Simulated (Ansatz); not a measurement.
Results of G0W0@PBEsol (hard PAW, contour deformation; Ansatz, a quantum-chemistry and plane-wave program) for C (model structure, Im-3m, No. 229).

The cell is the one relaxed with PBEsol. Conventional cell: a = 4.3621 Å, b = 4.3621 Å, c = 4.3621 Å, α = 90.00°, β = 90.00°, γ = 90.00°.

One run with a 8×8×8 mesh, response cutoff 100 eV and 173 empty bands, not extrapolated in mesh or basis; no spin–orbit coupling.

Highest filled and lowest empty level by k point (fractions of the reciprocal vectors of the cell (-2.181 2.181 2.181) (2.181 -2.181 2.181) (2.181 2.181 -2.181) Å; eV from the valence maximum of each method):

```
k                 PBEsol filled  PBEsol empty  QP filled  QP empty
----------------  -------------  ------------  ---------  --------
0 0 0                     -4.49          4.94      -4.79      6.37
0 0 0.125                 -3.81          4.63          …         …
0 0.125 0.125             -3.23          3.98          …         …
0 0.25 0.25               -2.48          4.41          …         …
0.125 0.125 0.25          -2.94          5.20          …         …
0.25 0.25 0.25            -3.87          6.69          …         …
0.25 0.25 -0.25           -1.48          2.48          …         …
0.375 -0.5 -0.5           -0.17          3.68          …         …
```

**Question.** Some entries are withheld; supply them.

**Answer.** 
- 0 0 0.125, QP filled: -4.09
- 0 0 0.125, QP empty: 5.97
- 0 0.125 0.125, QP filled: -3.49
- 0 0.125 0.125, QP empty: 5.23
- 0 0.25 0.25, QP filled: -2.68
- 0 0.25 0.25, QP empty: 5.54
- 0.125 0.125 0.25, QP filled: -3.18
- 0.125 0.125 0.25, QP empty: 6.36
- 0.25 0.25 0.25, QP filled: -4.16
- 0.25 0.25 0.25, QP empty: 8.14
- 0.25 0.25 -0.25, QP filled: -1.61
- 0.25 0.25 -0.25, QP empty: 3.48
- 0.375 -0.5 -0.5, QP filled: -0.18
- 0.375 -0.5 -0.5, QP empty: 4.71

Note: the cell keeps the symmetry of its start, so it can be a saddle point.

A model structure was made by putting elements into a prototype or built by hand; it is no filed structure, need not be a known phase, and can be a saddle point held by its symmetry.
